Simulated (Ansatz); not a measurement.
## SiO2: pressure series

Base system: SiO₂ in the rutile structure (space group P4_2/mnm, No. 136; a = 4.2362 Å, c = 2.6905 Å).

Cell and atoms are relaxed at each pressure.

The values are results of Kohn–Sham DFT with the PBE functional, run in Ansatz (an electronic-structure program) with PAW and 420 eV plane waves, no spin-orbit coupling, not measurements.

| pressure (GPa) | band gap (eV) |
|---|---|
| -2 | 4.93 |
| -1 | 4.98 |
| 0 | 5.04 |
| 0.9 | 5.09 |
| 2.1 | 5.15 |
| 4.5 | 5.28 |
| 9 | ? |
| 15 | 5.81 |

Q: Fit E_g = E₀ + αP + βP² to the rows shown and predict the withheld row.

A: Least squares on the printed values gives E₀ = 5.04 eV, α = 54.5 meV/GPa, β = -0.21 meV/GPa² (largest residual 0.00 eV); this predicts 5.51 eV, and the run gives 5.51 eV, in agreement.

Load acts through the strain it causes; cell and atoms are relaxed under it. Stability against distortions was not tested. No other phases were tried under pressure.
